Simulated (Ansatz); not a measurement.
The starting structures come from a database of crystals and need not be the phases stable at ambient conditions.

 Where the default PAW files enter, the runs use the earlier of Ansatz's two default sets.

The decay constant κ of evanescent states in the gap governs leakage through a thin film.

Data:

```xyz
10
Lattice="5.6897 0.0000 0.0000 -2.8449 4.9274 0.0000 2.8449 1.6425 4.6456" Properties=species:S:1:pos:R:3 pbc="T T T"
Sr     2.8449     4.9274     3.4842
Sr     2.8449     1.6425     1.1614
Zn     0.0000     3.2850     2.3228
Mo     0.0000     0.0000     0.0000
O      5.6897     4.9864     3.5259
O      5.6897     1.5835     1.1197
O      4.2162     4.1357     1.1197
O      7.1632     2.4342     3.5259
O      4.2162     2.4342     3.5259
O      1.4735     4.1357     1.1197
```

Space group of this cell: Fm-3m. The cell is taken as given; by r2SCAN its mean pressure is -7.5 GPa.

Transport runs along the normal of the first two printed cell vectors, the (111) plane of the conventional cell.

The gap is the functional's own. No spin-orbit coupling. Mid-gap values are interpolated on the energy grid.

Question: State the band gap and the smallest decay constant κ at mid-gap according to r2SCAN in Ansatz (a program for electronic structure).

Answer: Gap 2.32 eV on a 8×8×8 mesh; κ = 0.334 1/Å, at (0.500, 0.000) of the in-plane reciprocal vectors. At the zone centre, at the nearest computed energy, the slowest state has κ = 0.36 1/Å.
